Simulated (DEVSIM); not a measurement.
Structure: W/SiO2/n-GaAs capacitor, at 300 K.

Layer 1 from the left is SiO2, thickness (nm) 1.20. Layer 2 from the left is GaAs, thickness (nm) 9700, Nd (cm⁻³) 2.2e14.

Metal gate on the left, work function 4.6 eV. Fixed charge at the semiconductor interface -1.8e10 cm⁻² (in units of +e); no interface traps.

This is a model device: material constants are rounded textbook-type values typed into the input, and sizes, dopings and lifetimes were drawn at random. Values at 300 K.

SiO2: gap (eV) 9, affinity (eV) 0.9, permittivity 3.9. GaAs: gap (eV) 1.424, affinity (eV) 4.07, permittivity 12.9, Nc (cm⁻³) 4.7e17, Nv (cm⁻³) 9e18.

**Question.** Estimate by hand the flat-band voltage, the threshold voltage, and compare with a numerical solution.

**Answer.** 
- Flat-band voltage: C = 2.88 μF/cm², work-function difference 0.332 V; VFB = φms − qNf/C = 0.33 V; numerical 0.33 V.
- Threshold voltage: φF = 0.476 V, depletion charge √(4εqNφF) = 8.75e-9 C/cm²; VT = VFB − 2φF − Qd/C = -0.62 V; numerical -0.62 V.

Simulated with DEVSIM: 1D Poisson equation in equilibrium, Boltzmann statistics, complete ionisation; no quantum confinement or tunnelling. Metal contacts follow the ideal Schottky-Mott rule: no Fermi-level pinning, no interface dipoles.
